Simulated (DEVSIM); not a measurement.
Device: Schottky contact on n-type GaAs, at 300 K.

Layer 1 from the left is GaAs, thickness (μm) 16.0, Nd (cm⁻³) 6.3e15, τn (s) 2.2e-9, τp (s) 2.2e-9.

Left contact: Schottky, work function 5.04 eV, emission velocity 3.8e6 cm/s. Right contact: ohmic. Voltage is applied to the left contact. Recombination: SRH at mid-gap, radiative, Auger. Mobility is μmin + (μ − μmin)/(1 + (N/Nref)^α).

The device is made up for the run: typed textbook-type constants, with dimensions and the other settings drawn at random. Values at 300 K.

GaAs: gap (eV) 1.424, affinity (eV) 4.07, permittivity 12.9, Nc (cm⁻³) 4.7e17, Nv (cm⁻³) 9e18, μn (cm²/Vs) 8500, μp (cm²/Vs) 400, μn,min 500, μp,min 20, Nref,n 6e16, Nref,p 1.5e17, αn 0.39, αp 0.38, B (cm³/s) 2e-10, Cn (cm⁶/s) 1e-30, Cp (cm⁶/s) 1e-30.

Q: Estimate by hand the built-in potential, the peak field at zero bias, the capacitance at -1.5 V, and compare with a numerical solution.

A: 
- Built-in potential: barrier φB = 0.970 eV; Vbi = φB − kT/q ln(N_band/N) = 0.859 V; numerical 0.859 V.
- Peak field at zero bias: depletion approximation: W = √(2εVbi/(qN)) = 0.441 μm with N = 6.30e15 cm⁻³; field = 2Vbi/W = 39000 V/cm; numerical 38300 V/cm (estimate above by 1.6 %).
- Capacitance at -1.5 V: C = √(qεN / 2(Vbi + |V|)) = 15.6 nF/cm²; numerical 15.7 nF/cm² (estimate below by 0.55 %).

Model (solved in DEVSIM): 1D drift-diffusion, Boltzmann statistics, complete ionisation; no tunnelling, impact ionisation, image-force lowering or self-heating. Metal contacts follow the ideal Schottky-Mott rule: no Fermi-level pinning, no interface dipoles.
